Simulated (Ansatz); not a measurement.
The starting structures come from a database of crystals and need not be the phases stable at ambient conditions.

 Where the default PAW files enter, the runs use the earlier of Ansatz's two default sets.

Data:

```
CELL_PARAMETERS angstrom
      5.52614     0.00000     0.00000
      2.76307     7.15015     0.00637
      2.76307     1.06359     4.66609
ATOMIC_POSITIONS crystal
  K  0.79781 0.60658 0.79781
  K  0.20219 0.39342 0.20219
  Pb 0.00000 0.00000 0.00000
  S  0.59795 0.20616 0.59795
  S  0.40205 0.79384 0.40205
  O  0.27807 0.27991 0.72101
  O  0.72193 0.72009 0.27899
  O  0.72101 0.27991 0.27807
  O  0.27899 0.72009 0.72193
  O  0.72101 0.27991 0.72101
  O  0.27899 0.72009 0.27899
  O  0.33100 0.00699 0.33100
  O  0.66900 0.99301 0.66900
```

Space group of this cell: R-3m. The cell was relaxed by PBE-D3(BJ); by r2SCAN its mean pressure is -2.8 GPa.

Transport runs along the normal of the first two printed cell vectors, the (101) plane of the conventional cell.

No gap correction and no spin-orbit coupling; mid-gap values are interpolated between computed energies.

Q: State the band gap and the smallest decay constant κ at mid-gap according to r2SCAN (Ansatz, a first-principles code).

A: Gap 5.10 eV on a 8×8×8 mesh; κ = 0.448 1/Å, at (0.000, 0.500) of the in-plane reciprocal vectors. At the zone centre, at the nearest computed energy, the slowest state has κ = 0.46 1/Å.
